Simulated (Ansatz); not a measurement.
For GePt2 (P-62m, No. 189; cell taken from a computed entry), LDA (PAW; Ansatz, an electronic-structure program) gives:

* **lattice constant a**: 6.712 Å
* **c axis length**: 3.440 Å

### Question
What does r²SCAN-D4 in Ansatz (PAW) give for the same quantities?

### Answer

- lattice constant a: 6.701 Å (drops by 0.2 %)
- lattice parameter c: 3.548 Å (goes up by 3.1 %)

Changes are worked out from the printed values.

Unless a cell is named, each level is at its own relaxed cell (LDA 14.92, r²SCAN-D4 15.33 Å³/atom).

Levels without +SOC leave out spin–orbit coupling, which shifts energies and cells of such heavy elements.

The crystal itself was run without spin with LDA, r²SCAN-D4; a magnetic state was not tried in these runs.

Caveats: the relaxation could not lower the start's symmetry, so the cell can be a saddle point above a distorted one (LDA, r²SCAN-D4). Ansatz's density-functional and Hartree–Fock values are scalar-relativistic unless marked +SOC, with PAW data made under PBE.
